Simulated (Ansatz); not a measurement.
Pressure series in hypothetical P4_2/mnm ZnS

Base system: ZnS (space group P4_2/mnm, No. 136; a hypothetical phase, not in the database extracts checked).

```yaml
crystal:
  lattice:
    - [6.62985, 0.00000, 0.00000]
    - [0.00000, 6.62985, 0.00000]
    - [0.00000, 0.00000, 3.86129]
  atoms:
    - { symbol: Zn, position: [0.32483, 0.67517, 0.00000] }
    - { symbol: Zn, position: [0.67517, 0.32483, 0.00000] }
    - { symbol: Zn, position: [0.82483, 0.82483, 0.50000] }
    - { symbol: Zn, position: [0.17517, 0.17517, 0.50000] }
    - { symbol: S, position: [0.31428, 0.31428, 0.00000] }
    - { symbol: S, position: [0.68572, 0.68572, 0.00000] }
    - { symbol: S, position: [0.18572, 0.81428, 0.50000] }
    - { symbol: S, position: [0.81428, 0.18572, 0.50000] }
```

Cell and atoms are relaxed at each pressure.

Method: PBE (Ansatz, a first-principles code; PAW; 420 eV plane waves; no SOC).

| variant | band gap | electron mass | density |
|---|---|---|---|
| base | 2.17 eV | 0.17 mₑ along c, 0.19 mₑ across (at Γ) | 3.81 g/cm³ |
| pressure −2 GPa | 2.02 eV | 0.16 mₑ along c, 0.18 mₑ across (at Γ) | 3.69 g/cm³ |
| pressure −1 GPa | 2.10 eV | 0.17 mₑ along c, 0.19 mₑ across (at Γ) | 3.75 g/cm³ |
| pressure 0.3 GPa | 2.19 eV | 0.17 mₑ along c, 0.19 mₑ across (at Γ) | 3.83 g/cm³ |
| pressure 0.7 GPa | 2.21 eV | 0.17 mₑ along c, 0.19 mₑ across (at Γ) | 3.86 g/cm³ |
| pressure 1.5 GPa | 2.26 eV | 0.17 mₑ along c, 0.20 mₑ across (at Γ) | 3.90 g/cm³ |
| pressure 3 GPa | (withheld) | 0.17 mₑ along c, 0.20 mₑ across (at Γ) | 3.98 g/cm³ |
| pressure 5 GPa | 2.44 eV | 0.18 mₑ along c, 0.20 mₑ across (at Γ) | 4.09 g/cm³ |
| pressure 7.5 GPa | 2.55 eV | 0.18 mₑ along c, 0.21 mₑ across (at Γ) | (withheld) |
| pressure 10 GPa | 2.64 eV | 0.18 mₑ along c, 0.21 mₑ across (at Γ) | 4.32 g/cm³ |

Problem. What belongs in the blanks?

Solution. 
- pressure 3 GPa, band gap: 2.34 eV
- pressure 7.5 GPa, density: 4.21 g/cm³

Load acts through the strain it causes; cell and atoms are relaxed under it. Masses are band curvatures over ±0.01 Å⁻¹ around the edge. Whether these cells are dynamically stable was not tested. No other phases were tried under pressure.
